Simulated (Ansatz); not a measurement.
Functionals compared on the (0001) surface of wurtzite ZnO (in the relaxation 2 O–Zn bonds formed), Zn-terminated, 2x2 with 2 OH on 4 top atoms (bottom of the slab: 2 H on 4 bottom sites), in Ansatz (plane waves, PAW). The structure was relaxed with PBE; the other rows are single points on it. Cutoff 420 eV (500 eV for r2SCAN).

Model: 46-atom slab, 14.7 Å thick at the start with caps and adatoms, 4x4x1 mesh, Fermi-Dirac 0.025 eV, dipole correction, 8 atoms held, the rest relaxed; no symmetry held; no spin, no spin-orbit, no U. It is one candidate, not shown to be the stable structure of the face. These notes are the PBE run's.

```tsv
functional	gap of the slab on its k-mesh (eV)	highest filled level below the top vacuum level (eV)	rough cost of the single point
PBE	1.05	5.66	–
r2SCAN	[?]	[?]	about 13 core-minutes (a rough figure)
```

Problem. What belongs in the gaps?

Solution. 
- r2SCAN, gap of the slab on its k-mesh (eV): 1.46
- r2SCAN, highest filled level below the top vacuum level (eV): 5.90

Ansatz is an electronic-structure program.
